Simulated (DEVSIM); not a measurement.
Structure: isotype n-n heterojunction Al0.35Ga0.65N/GaN, at 300 K.

```
layer (left to right)       material  thickness (μm)  Nd (cm⁻³)  τn (s)  τp (s)
---------------------  -------------  --------------  ---------  ------  ------
1                      Al0.35Ga0.65N           0.170     5.7e17  2.2e-9  2.2e-9
2                                GaN           0.100       3e17  2.2e-9  2.2e-9
```

Left contact: ohmic. Right contact: ohmic. Voltage is applied to the left contact. Recombination: SRH at mid-gap, radiative. Mobility is constant in doping. Where it depends on doping, it is μmin + (μ − μmin)/(1 + (N/Nref)^α).

Constants are typed, rounded textbook-type inputs, not results; the design itself was drawn at random and stands for no fabricated device. Values at 300 K. The table also holds parameters that only a changed run uses.

```csv
parameter,Al0.35Ga0.65N,GaN
gap (eV),4.137,3.43
affinity (eV),3.605,4.1
permittivity,9.29,9.5
Nc (cm⁻³),2.3e18,2.3e18
Nv (cm⁻³),4.6e19,4.6e19
μn (cm²/Vs),381,1200
μp (cm²/Vs),30,100
"μn,min",55,55
"μp,min",3,3
"Nref,n",2e17,2e17
"Nref,p",3e17,3e17
αn,1,1
αp,2,2
B (cm³/s),1e-11,1e-11
Cn (cm⁶/s),1e-30,1e-30
Cp (cm⁶/s),1e-30,1e-30
```

DEVSIM, 1D drift-diffusion, Boltzmann statistics, complete ionisation; no tunnelling, impact ionisation, image-force lowering or self-heating. Band offsets follow the typed affinities; no thermionic-emission limit at abrupt steps, no polarisation charge.

Base results: potential step across the device at zero bias (V) 0.512.

Q: What follows from this one change: doping Nd of layer 2 3e+17 → 9e+15 cm^-3?

A: potential step across the device at zero bias 0.512 → 0.602 V.

Q: What follows from this one change: doping Nd of layer 1 5.7e+17 → 5.7e+16 cm^-3?

A: potential step across the device at zero bias 0.512 → 0.452 V.
